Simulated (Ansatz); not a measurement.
The reference is InPd in the CsCl type structure (space group Pm-3m, No. 221; a = 3.248 Å; relaxed with 0.1 eV smearing). Axes: x, y, z lie along the cube axes.

All numbers come from PBEsol (Ansatz, a program for electronic structure, PAW, scalar-relativistic without spin-orbit coupling).

The change: uniaxial strain ε_zz = +0.50 %, all other strain components held at zero; the atoms relax in the strained cell.

Question: Estimate the effect on the stress and energy relative to the base.

Answer: The stress (xx, yy, zz, yz, xz, xy; compression positive) amounts to (-0.6, -0.6, -0.8, 0.0, 0.0, 0.0) GPa; the energy is nearly the same.

Whether these cells are dynamically stable was not tested. The final runs are not spin-polarised.
